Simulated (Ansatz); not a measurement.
Start from TiO$_{2}$ in the anatase structure (space group I4_1/amd, No. 141; a = 3.7988 Å, c = 9.7008 Å). Axes: x, y, z lie along a, b, c of the conventional cell.

(Cell as relaxed with PBE.)

Levels (all Ansatz, an electronic-structure program, PAW): PBE (420 eV, no SOC); PBEsol (420 eV, no spin-orbit coupling).

Each level relaxes its own structure.

| base | PBE | PBEsol |
|---|---|---|
| volume per atom | 11.67 Å³ | 11.31 Å³ |
| lattice parameter a | 3.799 Å | 3.770 Å |
| band gap | 2.13 eV | 2.11 eV |

It is then changed as follows: tensile biaxial strain of 0.75 % in the plane normal to [001], as in epitaxy on a mismatched substrate; the out-of-plane cell vector and the atoms relax.

| quantity | PBE | PBEsol |
|---|---|---|
| band gap | 2.06 eV | 2.03 eV |
| volume per atom | 11.71 Å³ | 11.35 Å³ |
| pressure (mean of the normal stresses, compression positive) | -13.1 kbar | -14.4 kbar |

PBE's band gap lies 0.024 eV above PBEsol's; PBE's volume per atom lies 0.36 Å³ above PBEsol's (3.2 %); PBE's pressure lies 1.25 kbar above PBEsol's. Neither level is exact; PBEsol is the comparison here, not a measurement.

Whether these cells are dynamically stable was not tested. All final runs are without spin polarisation.
